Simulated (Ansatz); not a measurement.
Base system: Ca in the fcc (Cu type) structure (space group Fm-3m, No. 225; a = 5.569 Å; relaxed with 0.1 eV smearing). Axes: x, y, z lie along the cube axes.

The values are results of r2SCAN, PAW, 500 eV (Ansatz, a program for electronic structure; scalar-relativistic without spin-orbit coupling), earlier PAW set, not measurements.

Perturbation: biaxial strain −1.10 %, plane normal [001], relaxed out of plane (Cartesian); in-plane vectors clamped, the third vector and the atoms free.

Problem. Predict the new energy relative to the base.

Solution. The energy increases by 0.6 meV/atom.

Problem. What happens to the out-of-plane strain?

Solution. The out-of-plane strain amounts to +1.42 %.

Stability against distortions was not tested.
